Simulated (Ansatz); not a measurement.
The starting structures come from a database of crystals and need not be the phases stable at ambient conditions.

Input:

```
CuScO2
1.0
    3.22321     0.00000     0.00000
   -1.61160     2.79138     0.00000
    1.61160     0.93046     5.68958
Sc Cu O
1 1 2
Direct
  0.00000   0.50000   0.50000
  0.00000   0.00000   0.00000
  0.21367   0.10683   0.67950
  0.78633   0.89317   0.32050
```

Space group of this cell: R-3m. The cell is taken as given; by r2SCAN its mean pressure is -1.1 GPa.

Transport runs along the normal of the first two printed cell vectors, the (001) plane of the conventional cell.

The gap is the functional's own. No spin-orbit coupling. Mid-gap values are interpolated on the energy grid.

**Question.** Estimate the band gap and the smallest decay constant κ at mid-gap that Ansatz (an electronic-structure program) with r2SCAN returns for this system.

**Answer.** Gap 2.46 eV on a 12×12×12 mesh; κ = 0.334 1/Å, at the zone centre.
